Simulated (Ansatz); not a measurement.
How the smallest direct gap on the k points sampled of MgZn₂N₂ (P-3m1, No. 164; start mp-1245625) moves with the method

No measured value is used here.

```
level (code)     value (eV)
---------------  ----------
LDA (Ansatz)           0.37
PBE (Ansatz)           0.34
PBEsol (Ansatz)           ?
```

Question: Complete the blanks.

Answer: 
- PBEsol (Ansatz, a quantum-chemistry and plane-wave program), value (eV): 0.31

Computed values are for a static lattice.  Values are at the PBEsol cell. Ansatz's density-functional and Hartree–Fock values are scalar-relativistic unless marked +SOC, with PAW data made under PBE.

A start named mp-… is a Materials Project structure, which can be a computed phase never made.
